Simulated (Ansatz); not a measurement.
## TiO2: energy against volume

TiO2 (anatase, I4_1/amd, 11.312 Å³/atom and stress up to 0.01 GPa in the relaxed cell, c along z) under hydrostatic pressure, with the cell free. PBEsol in Ansatz, a plane-wave DFT program (PAW, default set), 420 eV, 12×12×12 Γ-centred mesh, Fermi-Dirac smearing 0.05 eV; ions are relaxed, or left where forces stay under 0.02 eV/Å, within the symmetry of each cell.

Here V stands for volume and E for E less E0.

| volume (Å³/atom) | E less E0 (meV/atom) | pressure (GPa) |
|---|---|---|
| 11.4390 | 0.79 | -2.00 |
| 11.3748 | 0.19 | -1.00 |
| 11.3118 | 0.00 | 0.00 |
| 11.2565 | 0.16 | 0.90 |
| 11.1836 | 0.83 | 2.10 |
| 11.0414 | 3.74 | 4.50 |
| 10.7880 | 14.37 | 8.99 |
| 10.4719 | ? | ? |

Question: Fit E against V with the third-order Birch-Murnaghan form, a cubic in V^(-2/3), and predict the withheld value at V = 10.4719.

Answer: With u = V^(-2/3) - 0.1998, the rows have u = -0.0028264, -0.0020860, -0.0013526, -0.0007031, 0.0001611, 0.0018743, 0.0050202. Least squares gives E = 0.665 + 977.0·u + 356767·u² - 1515418·u³. Residuals (row less fit): 0.002, -0.003, 0.000, 0.005, -0.002, 0.000, 0.001; standard error 0.004 (degrees of freedom: 3). Its minimum lies at u = -0.0013575, so V0 = (0.1984425)^(-3/2) = 11.31. There d²E/du² = 725900 and d³E/du³ = -9093000, so B0 = (4/9) × 11.31^(-7/3) × 725900 × 0.160218 = 180 GPa (the last factor turns the table's units into GPa), and B0' = 4 + (2/3) × 0.1984425 × (-9093000)/725900 = 2.3. B0' rests on the cubic coefficient alone and has a standard error of 0.2 from these residuals. At the withheld row, u = 0.0091214, so E = 0.665 + 977.0 × 0.0091214 + 356767 × 0.0091214² - 1515418 × 0.0091214³ = 38.110 meV/atom. The calculation gives 37.95 meV/atom, 0.160 meV/atom below the prediction (0.4 % of the range of E in the table). The row lies outside the fitted rows, so this is an extrapolation. The scatter of the fitted rows lies at the last printed digit.

The primitive cell can neither tilt nor turn polar against its symmetry, as such crystals can under strain. Other structures, which can take over under pressure, weren't tried. The same form fitted to the pressure column gives B0' = 2.0; series where the two differ by over 0.4 aren't shown. TiO2 is here one of several forms; rutile is the usual stable one. Rows are the converged runs of the series near zero and its far end, less any whose ions stayed unrelaxed beside relaxed ones; series whose fitted rows scatter by over a few per cent of the range, as at a crossing or softening among them, aren't shown in this form.
